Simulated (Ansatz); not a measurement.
Effect of isotropic strain +1.00 % on K

Base system: K in the bcc (W type) structure (space group Im-3m, No. 229; a = 5.288 Å; relaxed with 0.1 eV smearing).

The change: the cell is scaled by 1.0100 in all directions, atoms relaxed at fixed cell.

Level of theory: PBE, PAW, 420 eV (Ansatz, a quantum-chemistry and plane-wave program; no SOC). k-mesh 18×18×18 (Γ-centred); smearing 0.1 eV (Fermi–Dirac).

| quantity | base | changed | shift |
|---|---|---|---|
| volume per atom | 73.94 Å³ | 76.18 Å³ | +2.24 Å³ |
| space group | Im-3m (No. 229) | Im-3m (No. 229) | – |
| energy relative to the base (free energy F) | 0 meV/atom | +0.7 meV/atom | +0.7 meV/atom |
| pressure | 0.0 GPa | -0.1 GPa | -0.1 GPa |
| band gap | zero | zero | – |

Final structure:

```
CELL_PARAMETERS angstrom
     -2.67048     2.67048     2.67048
      2.67048    -2.67048     2.67048
      2.67048     2.67048    -2.67048
ATOMIC_POSITIONS crystal
  K  0.00000 0.00000 0.00000
```

Cost of the whole job for the changed cell (relaxation, final SCF and bands): roughly 7 core-seconds.

Stability against distortions was not tested.
